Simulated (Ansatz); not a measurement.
Reference: CdSe (F-43m), PBEsol with spin-orbit coupling, rigid bands (plane waves, PAW; Ansatz, a first-principles code); axes and stresses refer to this cell.

```xyz
2
Lattice="0.0000 3.0407 3.0407 3.0407 0.0000 3.0407 3.0407 3.0407 0.0000" Properties=species:S:1:pos:R:3 pbc="T T T"
Cd     0.0000     0.0000     0.0000
Se     4.5611     4.5611     4.5611
```

band gap: 0.36 eV
hole conductivity mass: 0.76 mₑ
Seebeck coefficient, p-type 1e19 cm⁻³: 305 μV/K

```tsv
Change	band gap	hole conductivity mass	Seebeck coefficient, p-type 1e19 cm⁻³
uniaxial stress along [110] of -2 GPa (compression positive)	0.26 eV	0.49 mₑ	236 μV/K
uniaxial stress along [110] of 1 GPa (compression positive)	0.32 eV	[?]	266 μV/K
uniaxial stress along [110] of 2 GPa (compression positive)	0.25 eV	0.33 mₑ	[?]
uniaxial stress along [111] of 2 GPa (compression positive)	0.30 eV	[?]	244 μV/K
```

Fill in the missing entries.


- uniaxial stress along [110] of 1 GPa (compression positive), hole conductivity mass: 0.50 mₑ
- uniaxial stress along [110] of 2 GPa (compression positive), Seebeck coefficient, p-type 1e19 cm⁻³: 238 μV/K
- uniaxial stress along [111] of 2 GPa (compression positive), hole conductivity mass: 0.40 mₑ

Masses are for dilute carriers at 300 K, harmonic means over directions unless an axis is named. Seebeck coefficients are for the stated density at 300 K, with one relaxation time for all states and whether or not that doping can be reached. Stresses and pressures are the targets of the relaxation.  The structure type is held under load, also where the real crystal would transform.
